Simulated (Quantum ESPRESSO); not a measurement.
Worked example: self-consistent single point of K3Ga (I4/mmm, 4 atoms in the cell) in Quantum ESPRESSO.

Method: LDA (PZ), GBRV 1.5 ultrasoft (LDA) pseudopotentials (plane waves; Quantum ESPRESSO 7.5).

The change in words: lattice scaled by 0.98. Reference geometry:
```
CELL_PARAMETERS angstrom
     -2.85975     2.85975     5.60224
      2.85975    -2.85975     5.60224
      2.85975     2.85975    -5.60224
ATOMIC_POSITIONS crystal
  K  0.75000 0.25000 0.50000
  K  0.25000 0.75000 0.50000
  K  0.50000 0.50000 0.00000
  Ga 0.00000 0.00000 0.00000
```

Reference input (self-consistent single point, DFT, LDA (PZ), plane waves, GBRV 1.5 ultrasoft (LDA) pseudopotentials): ecutwfc = 50 Ry; ecutrho = 250 Ry; occupations = smearing; smearing = gaussian; degauss = 0.019992 Ry; potentials = {K: k_lda_v1.4.uspp.F.UPF, Ga: ga_lda_v1.4.uspp.F.UPF}; K_POINTS = automatic 6 6 6 0 0 0; conv_thr = 1e-11 Ry; mixing_beta = 0.5. This run's input differs from it in these lines:

```diff
@@ -26,5 +26,5 @@
 ATOMIC_POSITIONS {angstrom}
-K     0.0000000000    2.8597550000    2.8011190000
-K     2.8597550000    0.0000000000    2.8011190000
-K     0.0000000000    0.0000000000    5.6022380000
+K     0.0000000000    2.8025600000    2.7450965000
+K     2.8025600000    0.0000000000    2.7450965000
+K     0.0000000000    0.0000000000    5.4901930000
 Ga    0.0000000000    0.0000000000    0.0000000000
@@ -33,5 +33,5 @@
 CELL_PARAMETERS {angstrom}
-  -2.8597550000     2.8597550000     5.6022380000
-   2.8597550000    -2.8597550000     5.6022380000
-   2.8597550000     2.8597550000    -5.6022380000
+  -2.8025600000     2.8025600000     5.4901930000
+   2.8025600000    -2.8025600000     5.4901930000
+   2.8025600000     2.8025600000    -5.4901930000
```

Output, abridged:

```
     Self-consistent Calculation

     iteration #  1     ecut=    50.00 Ry     beta= 0.50

     total energy              =    -551.94306651 Ry
     estimated scf accuracy    <      51.84153355 Ry

     iteration #  2     ecut=    50.00 Ry     beta= 0.50

     total energy              =    -584.84930121 Ry
     estimated scf accuracy    <      42.80033762 Ry

     iteration #  3     ecut=    50.00 Ry     beta= 0.50

     total energy              =    -585.72532239 Ry
     estimated scf accuracy    <       8.02810414 Ry

   [... 25 blocks of this kind left out ...]

     iteration # 29     ecut=    50.00 Ry     beta= 0.50

     total energy              =    -585.82051338 Ry
     estimated scf accuracy    <          1.6E-11 Ry

     iteration # 30     ecut=    50.00 Ry     beta= 0.50
     End of self-consistent calculation

     the Fermi energy is     3.7736 ev

!    total energy              =    -585.82051338 Ry
     estimated scf accuracy    <          5.7E-13 Ry
     smearing contrib. (-TS)   =      -0.01141375 Ry
     internal energy E=F+TS    =    -585.80909963 Ry

     convergence has been achieved in  30 iterations

     Forces acting on atoms (cartesian axes, Ry/au):

     atom    1 type  1   force =    -0.00000000    0.00000000   -0.00000000
   [... zero for the other atoms too ...]

     Total force =     0.000000     Total SCF correction =     0.000000

          total   stress  (Ry/bohr**3)                   (kbar)     P=       -6.61
  -0.00004267   0.00000000   0.00000000           -6.28        0.00        0.00
  -0.00000000  -0.00004267   0.00000000           -0.00       -6.28        0.00
  -0.00000000   0.00000000  -0.00004944           -0.00        0.00       -7.27

   JOB DONE.
```

The run converged in 30 iterations. Against the reference run the free energy falls by 12.9 meV/atom and the pressure goes from -0.97 to -0.66 GPa.

The starting cell comes from a database of computed structures (which also holds hypothetical and non-ambient phases and stackings), without a prior relaxation at this level. Its lattice was rescaled by a random factor within 2.5 % of one. For this run, on top of that: lattice scaled by 0.98.

Cost on one core of a shared machine: roughly 7 min.
